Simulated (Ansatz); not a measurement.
```xyz
2
Lattice="0.0000 2.6734 2.6734 2.6734 0.0000 2.6734 2.6734 2.6734 0.0000" Properties=species:S:1:pos:R:3 pbc="T T T"
I      0.0000     0.0000     0.0000
K      2.6734     2.6734     2.6734
```

No spin polarisation.

Computed with plane-wave PAW DFT at the PBE level (Ansatz, a quantum-chemistry and plane-wave program, 420 eV), no spin-orbit coupling. Γ-centred 8×8×8 mesh, Fermi–Dirac width 0.05 eV.

Q: Predict the band gap, electron mass and hole mass.

A: The band gap is 1.27 eV and the electron mass is 1.2 mₑ along k, 0.17 mₑ across (at X). The hole mass (degenerate bands, along [100]) comes out as 0.14, 0.77, 0.77 mₑ (at Γ).

With I present, leaving out spin-orbit coupling can change the band edges. Load acts through the strain it causes; cell and atoms are relaxed under it. Masses are band curvatures over ±0.01 Å⁻¹ around the edge. Along k means along the line from Γ to the band edge. Whether these cells are dynamically stable was not tested. Competing high-pressure phases were not computed. The cell was made from KI in the rock salt structure (space group Fm-3m, No. 225) by this change: pressure 75 GPa.
